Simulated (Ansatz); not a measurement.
Impurities on the Al site of wurtzite AlN. The bounds on chemical potentials count only the phases computed here; "not settled" covers levels within 0.1 eV of a band edge and carriers that are partly localised.

All values below come from PBE, PAW (plane waves to 420 eV; Ansatz, a quantum-chemistry and plane-wave program). Cell and caveats: 96-site cell; 2×2×2 shifted k-points; host gap 4.03 eV; charged states image-corrected; no Hubbard U; energies good to tenths of an eV; flagged in the runs: for some of the defects a doubtful potential alignment, a host whose relaxation on this sampling wasn't shown to rest, a strain field that reaches the edge of the cell.

| impurity | neighbours in the neutral state (Å) | moment (μB) | E_f of the neutral state (eV; limit and bounding phases) | levels above the VBM (eV) |
|---|---|---|---|---|
| Ce | N 2.22, N 2.22, N 2.23, N 2.29, N 3.03 | 1.0 | 4.70 (Al-rich, CeAl3 (Cmcm)) | not settled |
| Si | N 1.79, N 1.79, N 1.79, N 1.80 | fractional | – | shallow donor |
| Fe | N 1.97, N 1.97, N 1.97, N 1.98 | 5.0 | 4.49 (Al-rich, AlFe (Pm-3m)) | (+1/0) 0.48; (0/−1) 2.72 |
| Sc | N 2.04, N 2.04, N 2.05, N 2.08 | not spin-polarised | 1.89 (Al-rich, Al3Sc (Pm-3m)) | none in the gap |
| Mn | N 1.92, N 1.99, N 1.99, N 1.99 | 4.0 | 4.81 (Al-rich, MnAl12 (Im-3)) | (+1/0) 1.23; (0/−1) 2.02 |
| Zr | N 2.05, N 2.08, N 2.13, N 2.22, N 2.80 | 1.0 | 4.58 (Al-rich, ZrAl3 (I4/mmm)) | (+1/0) 3.72 |
| Cd | N 2.14, N 2.17, N 2.17, N 2.21 | 1.0 | – | not settled |

Deep levels: Fe, Mn, Zr. Shallow donors: Si. Shallow acceptors: none. No level in the gap: Sc. Not decided here: Ce, Cd.
